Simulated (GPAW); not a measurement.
Converging the k-point mesh at a smearing width of 0.3 eV: Cs (Im-3m, 1 atom in the cell)

```xyz
1
Lattice="-3.0347 3.0347 3.0347 3.0347 -3.0347 3.0347 3.0347 3.0347 -3.0347" Properties=species:S:1:pos:R:3 pbc="T T T"
Cs     0.0000     0.0000     0.0000
```

Method of the run: PBEsol, GPAW PAW datasets PBEsol (made by gpaw-setup) (plane waves; GPAW 25.7.0).

Base settings: mode = pw; ecut = 550 eV; xc = PBEsol; kpts = 5 5 5; mesh shift (steps) = 0 0 0; occupations.name = methfessel-paxton; occupations.width = 0.1 eV; occupations.order = 0; nbands = -9; symmetry.symmorphic = false.

In this ladder: occupations.width = 0.3 eV.

Only quantities that move along the ladder and can be compared are tabulated.

The count of work is k-points × plane waves × bands × iterations; it is no time. 

The starting cell has typed, rounded lattice constants, without a prior relaxation at this level. Its lattice was rescaled by up to half a per cent.

```csv
kpts,free energy less the last step's (meV/atom),pressure (GPa),count of work / last
3 3 3,-59.72,-0.13,0.021
4 4 4,18.76,-0.03,0.041
5 5 5,-4.83,-0.07,0.055
6 6 6,2.12,-0.05,0.082
7 7 7,-0.86,-0.06,0.10
9 9 9,-0.20,-0.06,0.18
10 10 10,0.09,-0.06,0.24
12 12 12,0.01,-0.06,0.37
15 15 15,0.00,-0.06,0.62
18 18 18,0.00,-0.06,1.0
```

Coarsest kpts that holds the free energy within 1 meV/atom of the last step, with all finer ones: 7 7 7, at 0.10 of the last step's count of work; the step before is off by 2.1 meV/atom.

Coarsest kpts that holds the pressure within 0.05 GPa of the last step, with all finer ones: 4 4 4, at 0.041 of the last step's count of work; the step before is off by 0.07 GPa.
